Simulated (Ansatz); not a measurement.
Input:

A slab with vacuum along the third vector:

```yaml
crystal:
  lattice:
    - [3.06391, 0.00000, 0.00000]
    - [0.00000, 4.33303, 0.00000]
    - [0.00000, 0.00000, 27.00000]
  atoms:
    - { symbol: C, position: [0.50000, 0.00000, 0.30172] }
    - { symbol: Ti, position: [0.50000, 0.50000, 0.30688] }
    - { symbol: C, position: [0.00000, 0.50000, 0.35628] }
    - { symbol: Ti, position: [0.00000, 0.00000, 0.35725] }
    - { symbol: C, position: [0.50000, 0.00000, 0.41492] }
    - { symbol: Ti, position: [0.50000, 0.50000, 0.41663] }
    - { symbol: C, position: [0.00000, 0.50000, 0.47122] }
    - { symbol: Ti, position: [0.00000, 0.00000, 0.47130] }
    - { symbol: C, position: [0.50000, 0.00000, 0.52878] }
    - { symbol: Ti, position: [0.50000, 0.50000, 0.52870] }
    - { symbol: C, position: [0.00000, 0.50000, 0.58508] }
    - { symbol: Ti, position: [0.00000, 0.00000, 0.58337] }
    - { symbol: C, position: [0.50000, 0.00000, 0.64372] }
    - { symbol: Ti, position: [0.50000, 0.50000, 0.64275] }
    - { symbol: C, position: [0.00000, 0.50000, 0.69828] }
    - { symbol: Ti, position: [0.00000, 0.00000, 0.69312] }
```

Model: 16-atom slab, C8Ti8, 10.7 Å thick at the start, 12x9x1 mesh, Fermi-Dirac 0.1 eV, dipole correction, all atoms relaxed; start symmetry kept, larger cells not searched; no spin, no spin-orbit, no U.

### Question
Predict the work function of the top face from PBE run with Ansatz (a quantum-chemistry and plane-wave program).

### Answer
3.92 eV

### Question
Predict the surface energy (mean of both faces) from PBE.

### Answer
3.62 J/m^2
